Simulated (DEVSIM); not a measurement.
Device: Ni/SiO2/p-Si capacitor, at 300 K.

```tsv
layer (left to right)	material	thickness (nm)	Na (cm⁻³)
1	SiO2	6.00	-
2	Si	11000	2.8e15
```

Metal gate on the left, work function 5.1 eV. Fixed charge at the semiconductor interface -7.1e11 cm⁻² (in units of +e); no interface traps.

The device is made up for the run: typed textbook-type constants, with dimensions and the other settings drawn at random. Values at 300 K.

| parameter | SiO2 | Si |
|---|---|---|
| gap (eV) | 9 | 1.124 |
| affinity (eV) | 0.9 | 4.05 |
| permittivity | 3.9 | 11.7 |
| Nc (cm⁻³) | - | 2.86e19 |
| Nv (cm⁻³) | - | 3.1e19 |

Model (solved in DEVSIM): 1D Poisson equation in equilibrium, Boltzmann statistics, complete ionisation; no quantum confinement or tunnelling. Metal contacts follow the ideal Schottky-Mott rule: no Fermi-level pinning, no interface dipoles.

Task: Tabulate band edges, carrier densities and field at 1.2 V on the gate.

Result: Energies count from the Fermi level of the right contact; mesh points crowd at the junctions.

| x (μm) | Ec (eV) | Ev (eV) | n (cm⁻³) | p (cm⁻³) | field (V/cm) |
|---|---|---|---|---|---|
| 0.000 | 3.000 | -6.000 | < 1e2 | < 1e2 | 470000 |
| 0.001359 | 3.064 | -5.936 | < 1e2 | < 1e2 | 470000 |
| 0.003480 | 3.163 | -5.837 | < 1e2 | < 1e2 | 470000 |
| 0.005319 | 3.249 | -5.751 | < 1e2 | < 1e2 | 470000 |
| 0.007125 | 0.135 | -0.989 | 1.5e17 | 760 | 43000 |
| 0.01017 | 0.147 | -0.977 | 9.6e16 | 1200 | 37000 |
| 0.01771 | 0.172 | -0.952 | 3.7e16 | 3200 | 30000 |
| 0.04559 | 0.243 | -0.881 | 2.3e15 | 50000 | 23000 |
| 0.1032 | 0.370 | -0.754 | 1.8e13 | 6600000 | 21000 |
| 0.2423 | 0.614 | -0.510 | 1.4e9 | 8.3e10 | 15000 |
| 0.5781 | 0.868 | -0.256 | 75000 | 1.5e15 | 1800 |
| 1.820 | 0.883 | -0.241 | 42000 | 2.8e15 | ≈ 0 |
| 4.386 | 0.883 | -0.241 | 42000 | 2.8e15 | ≈ 0 |
| 8.018 | 0.883 | -0.241 | 42000 | 2.8e15 | ≈ 0 |
| 10.10 | 0.883 | -0.241 | 42000 | 2.8e15 | ≈ 0 |
| 10.62 | 0.883 | -0.241 | 42000 | 2.8e15 | ≈ 0 |
| 10.85 | 0.883 | -0.241 | 42000 | 2.8e15 | ≈ 0 |
| 10.94 | 0.883 | -0.241 | 42000 | 2.8e15 | ≈ 0 |
| 10.99 | 0.883 | -0.241 | 42000 | 2.8e15 | ≈ 0 |
| 11.00 | 0.883 | -0.241 | 42000 | 2.8e15 | ≈ 0 |
| 11.00 | 0.883 | -0.241 | 42000 | 2.8e15 | ≈ 0 |
| 11.01 | 0.883 | -0.241 | 42000 | 2.8e15 | ≈ 0 |
